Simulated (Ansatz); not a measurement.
**Sn: pressure 0.3 GPa**

The reference is Sn (space group Im-3m, No. 229; a = 8.068 Å; a model cell, its experimental status unchecked).

Now apply this change: a hydrostatic pressure of 0.3 GPa.

Computed with PBEsol (Ansatz, a quantum-chemistry and plane-wave program, PAW, without spin-orbit coupling). k-mesh 8×8×8 (Γ-centred); smearing 0.05 eV (Fermi–Dirac).

The volume per atom falls by 0.40 Å³ (43.76 Å³ → 43.36 Å³) and the density rises by 0.042 g/cm³ to 4.55 g/cm³. The shortest interatomic distance decreases by 0.87 pm, from 285.2 pm to 284.4 pm and the enthalpy H = E + PV relative to the base's energy is +0.08 eV/atom. The band gap is still zero.

Final structure:

```yaml
crystal:
  lattice:
    - [-4.02166, 4.02166, 4.02166]
    - [4.02166, -4.02166, 4.02166]
    - [4.02166, 4.02166, -4.02166]
  atoms:
    - { symbol: Sn, position: [0.50000, 0.75000, 0.25000] }
    - { symbol: Sn, position: [0.25000, 0.50000, 0.75000] }
    - { symbol: Sn, position: [0.75000, 0.50000, 0.25000] }
    - { symbol: Sn, position: [0.50000, 0.25000, 0.75000] }
    - { symbol: Sn, position: [0.25000, 0.75000, 0.50000] }
    - { symbol: Sn, position: [0.75000, 0.25000, 0.50000] }
```

Load acts through the strain it causes; cell and atoms are relaxed under it. No phonon test of stability was made. This is not the structure that Sn has at room temperature and ambient pressure.
